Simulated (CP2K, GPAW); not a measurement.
A CP2K input for a self-consistent single point of TaAs (I4_1md, 4 atoms in the cell) (DFT LDA (Pade form), GPW, DZVP-MOLOPT-SR-GTH basis, GTH-PADE potentials (GTH_POTENTIALS)):

```
&GLOBAL
  PROJECT bulk
  RUN_TYPE ENERGY_FORCE
  PRINT_LEVEL MEDIUM
&END GLOBAL
&FORCE_EVAL
  METHOD Quickstep
  STRESS_TENSOR ANALYTICAL
  &DFT
    BASIS_SET_FILE_NAME BASIS_MOLOPT
    POTENTIAL_FILE_NAME GTH_POTENTIALS
    &QS
      METHOD GPW
      EPS_DEFAULT 1E-10
    &END QS
    &MGRID
      CUTOFF 500
      REL_CUTOFF 60
      NGRIDS 5
    &END MGRID
    &SCF
      SCF_GUESS ATOMIC
      EPS_SCF 1E-6
      MAX_SCF 100
      ADDED_MOS 7
      &DIAGONALIZATION
        ALGORITHM STANDARD
      &END DIAGONALIZATION
      &MIXING
        METHOD BROYDEN_MIXING
        ALPHA 0.3
        NBUFFER 10
        BETA 1
      &END MIXING
      &SMEAR ON
        METHOD GAUSSIAN
        SIGMA [eV] 0.1
      &END SMEAR
    &END SCF
    &KPOINTS
      SCHEME MONKHORST-PACK 8 8 8
      GAMMA_CENTERED T
    &END KPOINTS
    &XC
      &XC_FUNCTIONAL PADE
      &END XC_FUNCTIONAL
    &END XC
    &PRINT
      &MO
        EIGENVALUES T
        OCCUPATION_NUMBERS T
        NDIGITS 8
        FILENAME mo
        &EACH
          QS_SCF 0
        &END EACH
        ADD_LAST NUMERIC
      &END MO
      &MULLIKEN ON
      &END MULLIKEN
    &END PRINT
  &END DFT
  &SUBSYS
    &CELL
      A 6.25781400 0.00000000 0.00000000
      B 4.41923300 4.43064600 0.00000000
      C -5.33852300 -2.21532300 2.39848900
      PERIODIC XYZ
    &END CELL
    &COORD
      Ta       4.87855819     3.32285158     1.19924450
      Ta       8.00746494     3.32285158     0.00000000
      As       0.42259939     1.47376578     1.19924450
      As       3.55150614     1.47376578     0.00000000
    &END COORD
    &KIND Ta
      BASIS_SET DZVP-MOLOPT-SR-GTH
      POTENTIAL GTH-PADE-q13
    &END KIND
    &KIND As
      BASIS_SET DZVP-MOLOPT-SR-GTH
      POTENTIAL GTH-PADE-q5
    &END KIND
  &END SUBSYS
  &PRINT
    &FORCES ON
    &END FORCES
    &STRESS_TENSOR ON
    &END STRESS_TENSOR
  &END PRINT
&END FORCE_EVAL
```

Task: Write the same calculation as an input for GPAW.

Result: One input that does it (others would too):

```python
from ase import Atoms
from ase.units import GPa
from gpaw import GPAW

atoms = Atoms(['Ta', 'Ta', 'As', 'As'],
              cell=[[-1.695988, 1.695988, 5.779921],
                    [1.695988, -1.695988, 5.779921],
                    [1.695988, 1.695988, -5.779921]],
              scaled_positions=[[0.499970, 0.999970, 0.500000],
                                [0.749970, 0.749970, 0.000000],
                                [0.082630, 0.582630, 0.500000],
                                [0.332630, 0.332630, 0.000000]],
              pbc=True)

calc = GPAW(mode={'name': 'pw', 'ecut': 550},
            xc='LDA',
            kpts={'size': (8, 8, 8), 'gamma': True},
            occupations={'name': 'methfessel-paxton', 'width': 0.1, 'order': 0},
            nbands=-8,
            convergence={'density': 1e-05, 'energy': 1e-05},
            symmetry={'symmorphic': False, 'tolerance': 0.0005},
            maxiter=100)

atoms.calc = calc

energy = atoms.get_potential_energy()
print('Energy (eV):', round(energy, 6))
forces = atoms.get_forces()
print('Forces (eV/Ang):')
print(forces.round(5))
stress = atoms.get_stress()
print('Stress (GPa, Voigt):', (stress / GPa).round(4))
```

Basis, cutoffs, solver keys and any potentials are the target program's own. This input uses DFT LDA (Perdew-Wang 92), plane waves, GPAW PAW datasets LDA (gpaw-data 1.0.1). LDA parametrisations can differ slightly between programs.

The starting cell comes from a database of computed structures (which also holds hypothetical and non-ambient phases and stackings), without a prior relaxation at this level. Its lattice was rescaled by a random factor within 2.5 % of one.
